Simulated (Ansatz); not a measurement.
**Hypothetical P6_422 BP: response to strain**

The parent structure is BP (space group P6_422, No. 181; a = 3.279 Å, c = 6.995 Å; a hypothetical phase, not in the database extracts checked). Axes: x lies along a and z along c of the hexagonal cell.

Strains are applied to the cell and any free atomic positions relax; under biaxial strain the out-of-plane vector relaxes too.

Level of theory: PBE, PAW, 420 eV (Ansatz, a program for electronic structure; without spin-orbit coupling).

Notes on the quantities. pressure: mean of the normal stresses, compression positive.

| variant | volume per atom | pressure |
|---|---|---|
| base | 10.86 Å³ | 0.0 GPa |
| biaxial strain −2.07 %, plane normal [001], relaxed out of plane | 10.49 Å³ | 6.4 GPa |
| biaxial strain −1.06 %, plane normal [001], relaxed out of plane | 10.67 Å³ | 3.2 GPa |
| biaxial strain +4.01 %, plane normal [001], relaxed out of plane | 11.60 Å³ | -10.0 GPa |
| isotropic strain +0.51 % | 11.02 Å³ | -2.5 GPa |
| isotropic strain +2.32 % | 11.63 Å³ | -10.3 GPa |
| uniaxial strain ε_yy = +1.11 % | 10.98 Å³ | (withheld) |
| uniaxial strain ε_zz = +0.95 % | 10.96 Å³ | -1.6 GPa |
| uniaxial strain ε_zz = +2.45 % | 11.12 Å³ | -3.8 GPa |
| tensor shear ε_xz = +2.72 % | 10.85 Å³ | 0.5 GPa |

Problem. What belongs in the blanks?

Solution. 
- uniaxial strain ε_yy = +1.11 %, pressure: -1.9 GPa

A case with no gap was solved on a k-mesh chosen for an insulator, which is coarse for it. Whether these cells are dynamically stable was not tested. The base started in P3_121 and relaxed to P6_422 at this level. All final runs are without spin polarisation.
